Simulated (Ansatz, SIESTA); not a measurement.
A SIESTA input for a self-consistent single point of Mg3Sb2 (P-3m1, 5 atoms in the cell) (DFT, GGA PBE, numerical atomic orbitals DZP, PseudoDojo PBE standard norm-conserving potentials (rewritten from UPF to PSML)):

```
# files in the folder: Mg.psml Sb.psml (PseudoDojo PBE standard)
SystemName  Mg3Sb2
SystemLabel siesta

NumberOfAtoms                5
NumberOfSpecies              2
%block ChemicalSpeciesLabel
  1 12 Mg
  2 51 Sb
%endblock ChemicalSpeciesLabel
LatticeConstant              1.0 Bohr
%block LatticeVectors
     4.222404053   -7.313417737    0.000000000
     4.222404053    7.313417737    0.000000000
     0.000000000    0.000000000   13.389465483
%endblock LatticeVectors
AtomicCoordinatesFormat      Bohr
%block AtomicCoordinatesAndAtomicSpecies
     0.000000000    0.000000000    0.000000000  1
     4.222404053    2.437805961    8.488921116  1
     4.222404053   -2.437805961    4.900544367  1
     4.222404053    2.437805961    3.052798130  2
     4.222404053   -2.437805961   10.336667353  2
%endblock AtomicCoordinatesAndAtomicSpecies

XC.functional                GGA
XC.authors                   PBE
PAO.BasisSize                DZP
PAO.EnergyShift              0.005 Ry
MeshCutoff                   350 Ry
%block kgrid.MonkhorstPack
    5   0   0  0.0
    0   5   0  0.0
    0   0   3  0.0
%endblock kgrid.MonkhorstPack
OccupationFunction           FD
ElectronicTemperature        20.0 meV

MaxSCFIterations             150
SCF.Mixer.Method             Broyden
SCF.Mixer.Weight             0.2
SCF.Mixer.History            6
SCF.DM.Tolerance             1.0E-04
Diag.ParallelOverK           true
WriteForces                  true
```

Give the Ansatz (an electronic-structure program) input for the same structure, mesh, smearing and functional.

This is the input that was run; spellings and numerical settings could be chosen otherwise.

Ansatz 0.2 input:
```yaml
crystal:
  lattice:
    - [2.234400, -3.870094, 0.000000]
    - [2.234400, 3.870094, 0.000000]
    - [0.000000, 0.000000, 7.085400]
  atoms:
    - { symbol: Mg, position: [0.000000, 0.000000, 0.000000] }
    - { symbol: Mg, position: [0.333333, 0.666667, 0.634000] }
    - { symbol: Mg, position: [0.666667, 0.333333, 0.366000] }
    - { symbol: Sb, position: [0.333333, 0.666667, 0.228000] }
    - { symbol: Sb, position: [0.666667, 0.333333, 0.772000] }
kpoints:
  mp_grid: { grid: [5, 5, 3] }
hamiltonian:
  xc: pbe
  pseudopotentials: { kind: paw }
scf:
  occupations: { method: fermi_dirac, width: 0.02 }
output:
  forces: true
  eigenvalues: true
  stress: true
```

Basis, cutoffs, solver keys and any potentials are the target program's own. This input uses DFT, PBE, plane waves, default PAW files.

The starting cell has typed, rounded lattice constants, without a prior relaxation at this level. For this run, on top of that: lattice scaled by 0.98.
